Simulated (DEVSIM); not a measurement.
System: abrupt In0.53Ga0.47As p-n junction, at 300 K.

```
layer (left to right)        material  thickness (μm)  Nd (cm⁻³)  Na (cm⁻³)  τn (s)  τp (s)
---------------------  --------------  --------------  ---------  ---------  ------  ------
1                      In0.53Ga0.47As            43.0          -     9.5e16  1.4e-8  1.4e-8
2                      In0.53Ga0.47As             120     2.3e14          -  1.4e-8  1.4e-8
```

Left contact: ohmic. Right contact: ohmic. Voltage is applied to the left contact. Recombination: SRH at mid-gap. Mobility is constant in doping.

Constants are typed, rounded textbook-type inputs, not results; the design itself was drawn at random and stands for no fabricated device. Values at 300 K.

```csv
parameter,In0.53Ga0.47As
gap (eV),0.74
affinity (eV),4.51
permittivity,13.9
Nc (cm⁻³),2.1e17
Nv (cm⁻³),7.7e18
μn (cm²/Vs),12000
μp (cm²/Vs),300
```

Simulated with DEVSIM: 1D drift-diffusion, Boltzmann statistics, complete ionisation; no tunnelling, impact ionisation, image-force lowering or self-heating.

Q: Tabulate band edges, carrier densities and field at -10.0 V on the left contact.

A: Energies count from the Fermi level of the right contact; mesh points crowd at the junctions.

```csv
x (μm),Ec (eV),Ev (eV),n (cm⁻³),p (cm⁻³),field (V/cm)
0.000,10.626,9.886,6300000,9.5e16,≈ 0
0.06102,10.626,9.886,6300000,9.5e16,≈ 0
0.2770,10.626,9.886,6300000,9.5e16,≈ 0
1.086,10.626,9.886,6200000,9.5e16,≈ 0
5.883,10.626,9.886,5800000,9.5e16,≈ 0
20.89,10.626,9.886,4400000,9.5e16,≈ 0
36.94,10.626,9.886,1600000,9.5e16,≈ 0
41.88,10.626,9.886,330000,9.5e16,≈ 0
42.71,10.626,9.886,82000,9.5e16,≈ 0
42.94,10.625,9.886,14000,9.2e16,-620
43.00,10.576,9.836,3200,1.4e16,-26000
43.10,10.315,9.575,220000,5.7e11,-25000
43.43,9.531,8.791,3400000,2.8e9,-24000
44.58,7.005,6.265,1.7e7,2.7e9,-20000
51.89,0.179,-0.561,2.1e14,5.1e8,-100
74.55,0.176,-0.564,2.3e14,2.6e9,≈ 0
130.5,0.176,-0.564,2.3e14,2.6e9,≈ 0
153.8,0.176,-0.564,2.3e14,2.6e9,≈ 0
161.4,0.176,-0.564,2.3e14,2.6e9,≈ 0
162.6,0.176,-0.564,2.3e14,2.6e9,≈ 0
162.9,0.176,-0.564,2.3e14,2.6e9,≈ 0
163.0,0.176,-0.564,2.3e14,2.6e9,≈ 0
```
